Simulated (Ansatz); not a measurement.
ZnCu: response to strain

The parent structure is ZnCu in the CsCl type structure (space group Pm-3m, No. 221; a = 2.964 Å; relaxed with 0.1 eV smearing).

Strains are applied to the cell and any free atomic positions relax.

Computed with Ansatz (a program for electronic structure) PBE, no spin-orbit coupling.

| isotropic strain (%) | pressure (GPa) |
|---|---|
| -1.5 | 5.8 |
| -1 | ? |
| -0.5 | 1.8 |
| 0 | 0.0 |
| 0.5 | -1.7 |
| 1 | -3.2 |
| 1.5 | -4.6 |
| 2 | -5.9 |
| 2.5 | -7.0 |

### Question
Fit P = P₀ − Bδ + Cδ² with δ = (1 + ε)³ − 1 to the rows shown and predict the withheld row.

### Answer
Least squares on the printed values gives P₀ = 0.0 GPa, B = 116 GPa, C = 327 GPa (largest residual 0.0 GPa); this predicts 3.7 GPa, and the run gives 3.7 GPa, in agreement.

No phonon test of stability was made. The final runs are not spin-polarised.
